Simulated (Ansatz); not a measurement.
Density of states of Tc$_{2}$N (P6_3/mmc) near the Fermi level, Ansatz (an electronic-structure program) with PBEsol, rigid bands.

```
E − E_F (eV) | states/eV/cell
    -1.95 | ######################## 6.35
    -1.85 | ############################## 8.00
    -1.75 | ######################## 6.27
    -1.65 | ################## 4.85
    -1.55 | ############## 3.84
    -1.45 | ############ 3.25
    -1.35 | ########### 2.85
    -1.25 | ########## 2.55
    -1.15 | ######### 2.33
    -1.05 | ######## 2.15
    -0.95 | ######## 2.02
    -0.85 | ####### 1.92
    -0.75 | ####### 1.83
    -0.65 | ####### 1.81
    -0.55 | ####### 1.76
    -0.45 | ######## 2.01
    -0.35 | ######## 2.19
    -0.25 | ######### 2.41
    -0.15 | ########## 2.62
    -0.05 | ########### 2.80
     0.05 | ########### 3.02
     0.15 | ############# 3.36
     0.25 | ################# 4.65
     0.35 | ################### 5.09
     0.45 | ################## 4.75
     0.55 | ################## 4.68
     0.65 | ################## 4.73
     0.75 | ################## 4.85
     0.85 | ################### 5.09
     0.95 | #################### 5.30
     1.05 | #################### 5.34
     1.15 | ####################### 6.16
     1.25 | ############################ 7.47
     1.35 | ############################ 7.39
     1.45 | ######################### 6.73
     1.55 | ####################### 6.15
     1.65 | ################## 4.76
     1.75 | ###################### 5.88
     1.85 | ########################### 7.11
```

Task: With 6 atoms a cell, what bare Sommerfeld coefficient γ = (π²/3) k_B² N(E_F) follows?

Result: N(E_F) ≈ 2.9 states/eV a cell at 300 K, so γ ≈ 1.14 mJ/(mol of atoms·K²), before electron-phonon enhancement.

Task: How far does the Fermi level move in a rigid band for 0.1 electron a cell added or removed?

Result: 34 meV and -35 meV.

A metal at this level (no band gap); rigid bands, thermally averaged at 300 K, both spins. Spin-orbit coupling is left out. Geometry: cell and atoms relaxed with PBEsol.

Computed structure, not matched to a measured one here, so possibly hypothetical: Tc2N (P6_3/mmc).
